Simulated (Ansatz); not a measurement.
Hops of point defects in rutile-type MgF2, each between lowest sites run for its defect: PBE bands (Ansatz, a quantum-chemistry and plane-wave program, plane waves to 420 eV, PAW, climbing-image NEB) beside the CHGNet universal potential on its own band (it has no charge state). Static nuclei, no finite-size correction. The rows are a random draw from the bands that converged and passed our checks of state and shape. Saddle orders were checked for a part of the study's bands only and are not shown. Vacancies start on their lattice site; split forms were not set up. Charge states are imposed.

```tsv
Row	Defect	Route	Hop (Å)	Cell and PBE mesh	CHGNet k-points	PBE barrier x (eV)	CHGNet barrier y (eV)
1	interstitial Mg, charge +2	Mg moves farthest	1.55	72 sites, Γ	none	0.45	0.39
2	F vacancy, charge +1	a nearby F jumps into the vacancy	2.69	72 sites, Γ	none	0.71	0.67
3	F vacancy, charge +1	a nearby F jumps into the vacancy	2.33	72 sites, Γ	none	0.53	0.68
4	Mg vacancy, charge -2	a nearby Mg jumps into the vacancy	3.59	72 sites, Γ	none	1.43	1.40
5	Mg vacancy, charge -2	a nearby Mg jumps into the vacancy	2.94	72 sites, Γ	none	1.22	1.41
6	F vacancy, charge +1	a nearby F jumps into the vacancy	3.03	72 sites, Γ	none	1.17	?
```

### Question
Fit a straight line y = a x + b to rows 1 to 5, predict row 6, and compare with the computed value.

### Answer
Means: x̄ = 0.868, ȳ = 0.910 eV. Sums: Sxx = 0.754, Sxy = 0.784 eV². So a = Sxy/Sxx = 1.040 and b = ȳ − a x̄ = 0.007 eV, with a scatter of 0.13 eV about the line. Row 6: 1.040 × 1.17 + 0.007 ≈ 1.22 eV. The computed CHGNet value is 1.02 eV, -0.20 eV from the line, beyond the scatter. The line only summarises these rows of one host.
